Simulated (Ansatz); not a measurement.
An Ansatz (a program for electronic structure) run: La2O3 with a change (isotropic strain +1.77 %); plane-wave PAW DFT at the r2SCAN level (Ansatz, 500 eV), scalar-relativistic without spin-orbit coupling.

Input:

Ansatz 0.2 input:
```yaml
crystal:
  lattice:
    - [4.0049265058, 0, 0]
    - [-2.0024632529, 3.4683680943, 0]
    - [0, 0, 6.2347015663]
  atoms:
    - { symbol: La, position: [0.3333333333, 0.6666666667, 0.2461351412] }
    - { symbol: La, position: [0.6666666667, 0.3333333333, 0.7538648588] }
    - { symbol: O, position: [0, 0, 0] }
    - { symbol: O, position: [0.3333333333, 0.6666666667, 0.6461152581] }
    - { symbol: O, position: [0.6666666667, 0.3333333333, 0.3538847419] }
basis: { ecutwfc: 500, ecutrho_ratio: 4, xc_grid: 4, fft_grid_basis: typed }
kpoints: { mp_grid: { grid: [10, 10, 6] } }
hamiltonian:
  xc: r2scan
  dispersion: none
  pseudopotentials: { kind: paw }
scf: { occupations: { method: fermi_dirac, width: 0.05 }, convergence: { dr2_threshold: 0.0000000005 } }
relax: { f_tol: 0.005, max_steps: 50 }
output: { forces: true, stress: true }
checkpoint: { write: state.ck, write_every: 1000 }
```

Output (explanatory and most iteration lines left out):

```
Relaxation: its limit of steps is 50 (relax.max_steps)
Pseudopotential: La, paw, valence charge 11
Pseudopotential: O, paw, valence charge 6
Crystal: 5 atoms, lattice volume = 86.603 Å³
Basis set: ecut = 500 eV, 2225 PW (Γ), exchange–correlation on 120×120×192 points (64 copies of the dense FFT grid, shifted against one another)
Bands: 25, of which v1, the nominal top of the filled ones, is band 20 counted from 1 (19 counted from 0)
Symmetry: 12 space group operations
Space group: P-3m1 (ITA 164), of the structure as read, at distance tolerance 4.4e-5 Å
k-points: 72 of 600
Functional: x = r2scan, c = r2scan; τ floored in thin density (d = 2e-4 eV/Å³)
SCF iter   1: F=—  HF=-14245.516967 eV  |F-HF|=—  |Δ(HF+E_count)|=         —  Δρ=1.42e-2  dr2=2.48e-1  dr2_τ=1.78e-1  ethr=1.77e-3  ⟨swp⟩=6.3  Hψ=8861  notcnv=0
SCF iter   2: F=—  HF=-14245.625662 eV  |F-HF|=—  |Δ(HF+E_count)|=   1.09e-1  Δρ=7.05e-3  dr2=1.95e-2  dr2_τ=9.31e-3  ethr=6.20e-4  ⟨swp⟩=4.6  Hψ=4328  notcnv=0  defer=72
SCF 1 converged in 10 iterations: F = -14245.621735 eV  dr2 = 8.47e-11
relax step   1: F+E_penalty+E_count = -14245.62173516 eV  Δ(F+E_penalty+E_count) = +0.000e0 eV  max|allowed force component| = 3.788e-1 eV/Å  Δτ_max = 0.0000 Å  (10 SCF iters, accepted)
Crystal: 5 atoms, lattice volume = 86.603 Å³
SCF iter   1: F=—  HF=-14245.413358 eV  |F-HF|=—  |Δ(HF+E_count)|=         —  Δρ=1.00e-2  dr2=1.24e-1  dr2_τ=1.07e-1  ethr=3.11e-4  ⟨swp⟩=2.0  Hψ=8847  notcnv=0  defer=73
SCF iter   2: F=—  HF=-14245.518189 eV  |F-HF|=—  |Δ(HF+E_count)|=   1.05e-1  Δρ=4.36e-3  dr2=1.67e-2  dr2_τ=1.91e-3  ethr=3.11e-4  ⟨swp⟩=3.5  Hψ=3355  notcnv=0  defer=72
SCF 2 converged in 10 iterations: F = -14245.515299 eV  dr2 = 1.27e-11
relax step   2: F+E_penalty+E_count = -14245.51529926 eV  Δ(F+E_penalty+E_count) = +1.064e-1 eV  max|allowed force component| = 1.484e0 eV/Å  Δτ_max = 0.0863 Å  (10 SCF iters, rejected (line search))
Crystal: 5 atoms, lattice volume = 86.603 Å³
SCF iter   1: F=—  HF=-14245.579480 eV  |F-HF|=—  |Δ(HF+E_count)|=         —  Δρ=7.85e-3  dr2=7.47e-2  dr2_τ=7.81e-2  ethr=1.97e-3  ⟨swp⟩=7.4  Hψ=6288  notcnv=0  defer=72
SCF iter   2: F=—  HF=-14245.630668 eV  |F-HF|=—  |Δ(HF+E_count)|=   5.12e-2  Δρ=3.33e-3  dr2=1.01e-2  dr2_τ=9.90e-4  ethr=1.87e-4  ⟨swp⟩=3.0  Hψ=3903  notcnv=0  defer=72
SCF 3 converged in 9 iterations: F = -14245.628995 eV  dr2 = 4.28e-10
relax step   3: F+E_penalty+E_count = -14245.62899533 eV  Δ(F+E_penalty+E_count) = -7.260e-3 eV  max|allowed force component| = 4.826e-2 eV/Å  Δτ_max = 0.0188 Å  (9 SCF iters, accepted)
Crystal: 5 atoms, lattice volume = 86.603 Å³
SCF iter   1: F=—  HF=-14245.629165 eV  |F-HF|=—  |Δ(HF+E_count)|=         —  Δρ=5.75e-4  dr2=1.88e-4  dr2_τ=4.65e-3  ethr=2.18e-5  ⟨swp⟩=2.0  Hψ=3817  notcnv=0  defer=72
SCF iter   2: F=—  HF=-14245.629373 eV  |F-HF|=—  |Δ(HF+E_count)|=   2.08e-4  Δρ=2.57e-4  dr2=5.09e-5  dr2_τ=5.57e-6  ethr=4.70e-7  ⟨swp⟩=2.0  Hψ=3672  notcnv=0  defer=72
SCF 4 converged in 8 iterations: F = -14245.629370 eV  dr2 = 1.02e-10
relax step   4: F+E_penalty+E_count = -14245.62937000 eV  Δ(F+E_penalty+E_count) = -3.747e-4 eV  max|allowed force component| = 2.456e-3 eV/Å  Δτ_max = 0.0074 Å  (8 SCF iters, accepted)
Crystal: 5 atoms, lattice volume = 86.603 Å³
SCF iter   1: F=—  HF=-14245.629370 eV  |F-HF|=—  |Δ(HF+E_count)|=         —  Δρ=3.36e-7  dr2=1.02e-10  dr2_τ=1.00e-11  ethr=1.00e-12  ⟨swp⟩=1.6  Hψ=12895  notcnv=0  defer=71
SCF iter   2: F=-14245.629370 eV  HF=-14245.629370 eV  |F-HF|=9.09e-12  |Δ(HF+E_count)|=  3.64e-12  Δρ=1.80e-7  dr2=3.21e-11  dr2_τ=2.75e-12  ethr=1.00e-12  ⟨swp⟩=4.0  Hψ=5538  notcnv=0
SCF 5 converged in 2 iterations: F = -14245.629370 eV  dr2 = 3.21e-11
SCF converged after 2 iterations
Free energy (F): -14245.629370 eV
Internal energy: -14245.629370 eV  (E = F + TS)
E sigma→0 (E₀):  -14245.629370 eV
Fermi energy:    10.818870 eV
--- Forces (eV/Å), atoms counted from 1 ---
  atom   1  La    -0.00000000     0.00000000    -0.00246008
  atom   2  La    -0.00000000    -0.00000000     0.00246008
  atom   3  O      0.00000000     0.00000000     0.00000000
  atom   4  O     -0.00000000    -0.00000000    -0.00132375
  atom   5  O     -0.00000000     0.00000000     0.00132375
--- Stress (GPa, compression-positive) ---
       -6.599187       0.000000      -0.000000
       -0.000000      -6.599187       0.000000
       -0.000000       0.000000      -4.777565
  P = ⅓ Tr σ = -5.9920 GPa (-59.920 kbar)
--- Relaxed structure (4 steps of the walk, 3 accepted, 0 SCFs on fresh bases) ---
  atoms:
    - { symbol: La, position: [0.33333333333333326, 0.6666666666666665, 0.24951092949584316] }
    - { symbol: La, position: [0.6666666666666666, 0.33333333333333326, 0.7504890705041567] }
    - { symbol: O, position: [4.005757257862929e-35, -3.239157735507342e-36, -1.1129472405565568e-19] }
    - { symbol: O, position: [0.33333333333333326, 0.6666666666666665, 0.645139626123062] }
    - { symbol: O, position: [0.6666666666666666, 0.33333333333333326, 0.3548603738769379] }
```

Whether these cells are dynamically stable was not tested. The cell was made from La2O3 (space group P-3m1, No. 164) by this change: isotropic strain +1.77 %.
